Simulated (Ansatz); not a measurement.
Worked example: relaxation of the atoms of a sheet of SbP (4 atoms in the cell) in Ansatz (a program for electronic structure).

Method: PBE (plane waves, PAW; Ansatz).

The change in words: atoms moved at random; relax: default → atoms; relax.f_tol: default → 0.005 eV/Å. Reference geometry:
```
CELL_PARAMETERS angstrom
      4.29772     0.00000     0.00000
      0.00000     4.29772     0.00000
      0.00000     0.00000    16.61578
ATOMIC_POSITIONS crystal
  Sb 0.50000 0.00000 0.57871
  Sb 0.00000 0.50000 0.42129
  P  0.00000 0.00000 0.50000
  P  0.50000 0.50000 0.50000
```

Reference input (self-consistent single point, DFT, PBE, plane waves, default PAW files): basis.ecutwfc = 30.9 Ry; kpoints.mp_grid.grid = 6 6 1; hamiltonian.xc = pbe; hamiltonian.pseudopotentials = {kind: paw} (the program's default PAW files); scf.occupations.method = gaussian; scf.occupations.width = 0.0037 Ry. This run's input differs from it in these lines:

Ansatz 0.2 input:
```diff
@@ -7,6 +7,6 @@
   atoms:
-    - { symbol: Sb, position: [0.500000, 0.000000, 0.578714] }
-    - { symbol: Sb, position: [0.000000, 0.500000, 0.421286] }
-    - { symbol: P, position: [0.000000, 0.000000, 0.500000] }
-    - { symbol: P, position: [0.500000, 0.500000, 0.500000] }
+    - { symbol: Sb, position: [0.510985, -0.019662, 0.580821] }
+    - { symbol: Sb, position: [0.015176, 0.499157, 0.419571] }
+    - { symbol: P, position: [-0.004349, 0.003519, 0.496319] }
+    - { symbol: P, position: [0.478188, 0.516986, 0.503289] }
 basis:
@@ -20,2 +20,4 @@
   occupations: { method: gaussian, width: 0.0037 Ry }
+relax:
+  f_tol: 0.005
 output:
```

The program printed (abridged):

```
   [... SCF lines of the steps left out ...]
relax step   1: F+E_penalty+E_count = -14478.04834683 eV  Δ(F+E_penalty+E_count) = +0.000e0 eV  max|allowed force component| = 1.552e0 eV/Å  Δτ_max = 0.0000 Å  (6 SCF iters, dr2 threshold 6.25e-7 eV, accepted)
relax step   2: F+E_penalty+E_count = -14478.36948586 eV  Δ(F+E_penalty+E_count) = -3.211e-1 eV  max|allowed force component| = 2.887e-1 eV/Å  Δτ_max = 0.1427 Å  (5 SCF iters, dr2 threshold 1.00e-4 eV, accepted)
relax step   3: F+E_penalty+E_count = -14478.38732371 eV  Δ(F+E_penalty+E_count) = -1.784e-2 eV  max|allowed force component| = 5.105e-2 eV/Å  Δτ_max = 0.0360 Å  (6 SCF iters, dr2 threshold 5.21e-6 eV, accepted)
relax step   4: F+E_penalty+E_count = -14478.38801238 eV  Δ(F+E_penalty+E_count) = -6.887e-4 eV  max|allowed force component| = 3.331e-3 eV/Å  Δτ_max = 0.0128 Å  (5 SCF iters, dr2 threshold 1.63e-7 eV, accepted)
relax step   5: F+E_penalty+E_count = -14478.38801244 eV  Δ(F+E_penalty+E_count) = -5.843e-8 eV  max|allowed force component| = 3.322e-3 eV/Å  Δτ_max = 0.0000 Å  (3 SCF iters, accepted)
Stability not checked: this state was not tested for a lower state beside it, because too few of the mixer's solves of this state at the end of the SCF gave a …
Free energy (F): -14478.388012 eV
Internal energy: -14478.382941 eV  (E = F + TS)
E sigma→0 (E₀):  -14478.385477 eV
Entropy (-TS):   -0.005071 eV (-1.268 meV/atom)
Fermi energy:    0.761025 eV
--- Forces (eV/Å), atoms counted from 1 ---
  atom   1  Sb     0.00056865     0.00096065     0.00323289
  atom   2  Sb    -0.00101563    -0.00019820    -0.00332463
  atom   3  P      0.00094709     0.00003282     0.00073123
  atom   4  P     -0.00049505    -0.00080134    -0.00064963
--- Stress (GPa, compression-positive) ---
        4.030069      -0.000004       0.001228
   [... lines left out ...]
  atoms:
    - { symbol: Sb, position: [0.499866260403807, -4.354737624597772e-5, 0.5868474849120473] }
    - { symbol: Sb, position: [0.00014259141203348057, 0.5000285213105201, 0.41315288409140116] }
    - { symbol: P, position: [-0.00011680461578618508, 1.5073253539371024e-5, 0.49998123342320633] }
    - { symbol: P, position: [0.5001079527999458, 0.49999995281218634, 0.5000183975733451] }
```

The run converged. 

Summary of the result:
| Item | Value |
|---|---|
| Free energy E − TS (on the zero of these files) | -14478.3880 eV |
| Fermi level (on the code's own zero) | 0.76 eV |
| Pressure averaged over the cell with its vacuum | 2.69 GPa |
| Largest force (vector length) | 0.003 eV/Å |
| Relaxation steps | 5 |

The starting cell was generated: these elements placed on a structure prototype, without a prior relaxation; it need not be a known phase or ordering of this composition. Its lattice was rescaled in the plane by a random factor within 2.5 % of one. For this run, on top of that: atoms moved at random.

Cost on one core of a shared machine: roughly 50 s.
